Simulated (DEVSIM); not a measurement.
System: illuminated Ge n-on-p cell, one wavelength, at 300 K.

Layer 1 from the left is Ge, thickness (μm) 0.590, Nd (cm⁻³) 7.3e17, τn (s) 1.8e-5, τp (s) 3.8e-6, absorption coefficient (cm⁻¹) 59000. Layer 2 from the left is Ge, thickness (μm) 74.0, Na (cm⁻³) 5.2e15, τn (s) 0.00021, τp (s) 0.00021, absorption coefficient (cm⁻¹) 59000.

Left contact: ohmic, minority hole recombination velocity 1e6 cm/s. Right contact: ohmic, minority electron recombination velocity 30 cm/s. Voltage is applied to the left contact. Recombination: SRH at mid-gap, radiative, Auger. Light enters at the left, 3e16 photons cm⁻² s⁻¹, one pass, no reflection. Mobility is μmin + (μ − μmin)/(1 + (N/Nref)^α).

The device is made up for the run: typed textbook-type constants, with dimensions and the other settings drawn at random. Values at 300 K.

Ge: gap (eV) 0.664, affinity (eV) 4, permittivity 16, Nc (cm⁻³) 1.04e19, Nv (cm⁻³) 6e18, μn (cm²/Vs) 3900, μp (cm²/Vs) 1900, μn,min 150, μp,min 100, Nref,n 2.6e17, Nref,p 4e17, αn 0.56, αp 0.6, B (cm³/s) 6.4e-14, Cn (cm⁶/s) 1e-31, Cp (cm⁶/s) 1e-31.

Simulated with DEVSIM: 1D drift-diffusion, Boltzmann statistics, complete ionisation; no tunnelling, impact ionisation, image-force lowering or self-heating.

Dark forward current:

| |V| (V) | |J| (A/cm²) |
|---|---|
| 0.05 | 0.0001589 |
| 0.10 | 0.001257 |
| 0.15 | 0.008837 |
| 0.20 | 0.06066 |
| 0.25 | 0.3976 |
| 0.30 | 2.307 |
| 0.35 | 11.23 |
| 0.40 | 45.97 |
| 0.45 | 164.7 |
| 0.50 | 536.6 |
| 0.55 | 1586 |
| 0.60 | 4055 |

### Question
Work out the local ideality factor n = ΔV / (kT/q · ln(J2/J1)) between the rows 0.15 and 0.20 V, 0.55 and 0.60 V.

### Answer
kT/q = 25.85 mV. From 0.15 to 0.20 V: ln(0.06066/0.008837) = 1.926, n = 1.00, near the 1 of diffusion or emission over a barrier. From 0.55 to 0.60 V: ln(4055/1586) = 0.939, n = 2.06.

### Question
What current could the absorbed light give at most, and what share is collected?

### Answer
Σ αd = 440, so qΦ(1 − exp(−Σ αd)) = 4.81 mA/cm². The simulated short-circuit current is 2.279 mA/cm², a share of 0.47.

### Question
Estimate the open-circuit voltage by superposition: the voltage at which the dark current equals that short-circuit current.

### Answer
Interpolating ln J in the table gives 0.115 V. The simulation gives 0.115 V, the same within the digits that matter. Superposition holds where collection doesn't change with voltage.
